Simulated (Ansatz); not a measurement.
MoTe2, response to strain

Take MoTe₂ (space group P2_1/m, No. 11; layered, stacked along the Cartesian z axis) as the base.

```xyz
12
Lattice="6.3217 0.0000 0.0000 0.0000 3.4914 0.0000 -0.6878 0.0000 14.1738" Properties=species:S:1:pos:R:3 pbc="T T T"
Te     3.3194     2.6185     5.0332
Te     2.3145     0.8728     9.1406
Te     3.6223     0.8728     1.4482
Te     2.0116     2.6185    12.7256
Te     0.4873     2.6185     2.0558
Te     5.1467     0.8728    12.1180
Mo     1.6798     2.6185     7.1861
Mo     3.9542     0.8728     6.9877
Te     0.1110     0.8728     5.6366
Te     5.5230     2.6185     8.5371
Mo     1.1372     0.8728     0.1051
Mo     4.4967     2.6185    14.0687
```

Cartesian axes are those of the cell as printed.

Strains are applied to the cell and any free atomic positions relax; under biaxial strain the out-of-plane vector relaxes too.

The values are results of r2SCAN+rVV10 in Ansatz (plane waves to 500 eV, PAW, no spin-orbit coupling), not measurements.

Notes on the quantities. pressure: mean of the normal stresses, compression positive; energy relative to the base: free energy F.

```json
[
 {"case": "base", "pressure": "0.0 GPa", "energy relative to the base": "0 meV/atom", "volume per atom": "26.07 Å³", "largest internal atomic displacement": "–"},
 {"case": "biaxial strain −0.21 %, plane normal [001], relaxed out of plane", "pressure": "…", "energy relative to the base": "–", "volume per atom": "26.05 Å³", "largest internal atomic displacement": "–"},
 {"case": "isotropic strain −4.41 %", "pressure": "9.7 GPa", "energy relative to the base": "+87 meV/atom", "volume per atom": "22.77 Å³", "largest internal atomic displacement": "0.127 Å"},
 {"case": "isotropic strain +2.42 %", "pressure": "…", "energy relative to the base": "+20 meV/atom", "volume per atom": "28.01 Å³", "largest internal atomic displacement": "0.077 Å"},
 {"case": "uniaxial strain ε_xx = +1.42 %", "pressure": "-0.9 GPa", "energy relative to the base": "…", "volume per atom": "26.44 Å³", "largest internal atomic displacement": "…"}
]
```

Problem. Complete the table.

Solution. 
- biaxial strain −0.21 %, plane normal [001], relaxed out of plane, pressure: 0.2 GPa
- isotropic strain +2.42 %, pressure: -3.0 GPa
- uniaxial strain ε_xx = +1.42 %, energy relative to the base: +2.3 meV/atom
- uniaxial strain ε_xx = +1.42 %, largest internal atomic displacement: 0.012 Å

Whether these cells are dynamically stable was not tested. The final runs are not spin-polarised.

Ansatz is an electronic-structure program.
